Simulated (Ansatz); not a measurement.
**ZrSe (model structure, started from the CsCl type, Pm-3m, No. 221, 2 atoms in the cell): properties by level of theory**

```json
[
 {"level (code)": "LDA (Ansatz)", "lattice parameter a (Å)": "…", "bulk modulus B0 (GPa)": "143", "cohesive energy (eV/atom)": "6.76"},
 {"level (code)": "PBE (Ansatz)", "lattice parameter a (Å)": "3.359", "bulk modulus B0 (GPa)": "…", "cohesive energy (eV/atom)": "5.54"},
 {"level (code)": "PBEsol (Ansatz)", "lattice parameter a (Å)": "3.314", "bulk modulus B0 (GPa)": "135", "cohesive energy (eV/atom)": "…"}
]
```

What belongs in the gaps?


- LDA (Ansatz, an electronic-structure program), lattice parameter a (Å): 3.290
- PBE (Ansatz), bulk modulus B0 (GPa): 121
- PBEsol (Ansatz), cohesive energy (eV/atom): 6.15

Caveats: the bulk modulus is −V dP/dV from two relaxed cells at ±2 % in volume (LDA, PBE, PBEsol). Ansatz's density-functional and Hartree–Fock values are scalar-relativistic unless marked +SOC, with PAW data made under PBE.

Free atoms are spin-polarised, in the lowest state found; at levels without +SOC their spin–orbit coupling is left out.

Computed values are for the static lattice.

A model structure was made by putting elements into a prototype or built by hand; it is no filed structure, need not be a known phase, and can be a saddle point held by its symmetry.
